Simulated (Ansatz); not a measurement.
A constructed model of the (0001) surface of hcp Co, ferromagnetic, (√3x√3)R30° layer of F, one a cell, in the other hollow (bottom of the slab: a bare face, its two planes held)

The numbers are results of PBE (plane waves to 420 eV, PAW; Ansatz, a program for electronic structure), not measurements.

Set-up: 19 atoms, 11.4 Å thick at the start; mesh 10x10x1; 0.1 eV smearing; dipole correction on; 6 atoms held, the rest relaxed; start symmetry kept, larger cells not searched; spin-polarised, ending with about 30.2 μB a cell; orders that need a larger cell were not tried, no spin-orbit, no U. In PBE it lies 0.02 eV a 1x1 cell over the lowest computed structure of the same composition ((√3x√3)R30° layer of F, one a cell, on the site that continues the host's stacking).

- work function of the top face = 5.79 eV
- energy released by relaxation = 0.19 eV
- magnetic moment of the cell = 30.17 μB
- cost = about 21 core-minutes (a rough figure)
